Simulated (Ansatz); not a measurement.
Base system: GaS in the beta-GaS type structure (space group P6_3/mmc, No. 194; a = 3.5906 Å, c = 15.4487 Å; layered, stacked along the Cartesian z axis).

Now apply this change: a free-standing slab of 3 layers (12 atoms, 4 a layer) is cut normal to the stacking axis, with 15 Å of vacuum and the in-plane cell relaxed.

All numbers come from Ansatz (an electronic-structure program) PBE-D3(BJ), no spin-orbit coupling.

Problem. Give the band edges at the high-symmetry points of the new zone, measured from its valence-band maximum.

Solution. 
```json
[
 {"point": "Γ", "valence edge (eV)": "-0.01", "conduction edge (eV)": "1.98"},
 {"point": "M", "valence edge (eV)": "-1.50", "conduction edge (eV)": "1.88"},
 {"point": "K", "valence edge (eV)": "-1.68", "conduction edge (eV)": "2.07"}
]
```

The gap is 1.88 eV, indirect, K–Γ (90 % along) → M.

Whether these cells are dynamically stable was not tested. k-point labels follow each cell's own Brillouin zone.
